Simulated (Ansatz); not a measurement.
# A computed series for WSi2: response to strain

Consider WSi₂ (space group I4/mmm, No. 139; a = 3.185 Å, c = 7.773 Å; relaxed with 0.1 eV smearing). Axes: x, y, z lie along a, b, c of the conventional cell.

Strains are applied to the cell and any free atomic positions relax; under biaxial strain the out-of-plane vector relaxes too.

The values are results of LDA (Ansatz, an electronic-structure program; PAW; 420 eV plane waves; spin-orbit coupling left out), not measurements.

```csv
"biaxial strain, plane normal [001], relaxed out of plane (%)",out-of-plane strain (%)
-3,1.30
-2.5,1.05
-2,?
-1.5,0.59
-1,0.39
-0.5,0.19
0,0.00
```

**Question.** Fit ε⊥ = −νε + γε² (strains in %) to the rows shown and predict the withheld row.

**Answer.** Least squares on the printed values gives ν = 0.36 (the biaxial Poisson response) and γ = 0.024 (largest residual 0.01 %); this predicts 0.82 %, and the run gives 0.82 %, in agreement.

No phonon test of stability was made. The final runs are not spin-polarised.
